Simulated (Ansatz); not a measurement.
## A computed series for Ge: alloy series

Consider Ge in the diamond structure (space group Fd-3m, No. 227; a = 5.762 Å).

The other end (x = 1) is Sn in the diamond structure (space group Fd-3m, No. 227): 36.85 Å³/atom, gap zero.

Sn replaces a fraction x of Ge; each row is one arrangement (x, atoms in the cell, starting space group or random), fully relaxed.

Computed with Ansatz (a first-principles code) PBE, no SOC.

Candidates:
(a) x(Sn) = 0.5, 8 atoms, C2/m
(b) x(Sn) = 0.625, 8 atoms, Pm
(c) x(Sn) = 0.375, 8 atoms, Amm2
(d) x(Sn) = 0.5, 6 atoms, P3m1

Notes on the quantities. deviation of the volume from the linear: Vegard-type) interpolation.

Order them by deviation of the volume from the linear, lowest first.

(a) x(Sn) = 0.5, 8 atoms, C2/m (-1.5 %), (b) x(Sn) = 0.625, 8 atoms, Pm (-1.1 %), (c) x(Sn) = 0.375, 8 atoms, Amm2 (-0.8 %), (d) x(Sn) = 0.5, 6 atoms, P3m1 (-0.3 %)

These are small ordered cells, not random alloys; other orderings at the same x differ. No phonon test of stability was made. All final runs are without spin polarisation. The zero or small gap of Ge can change with the level of theory.
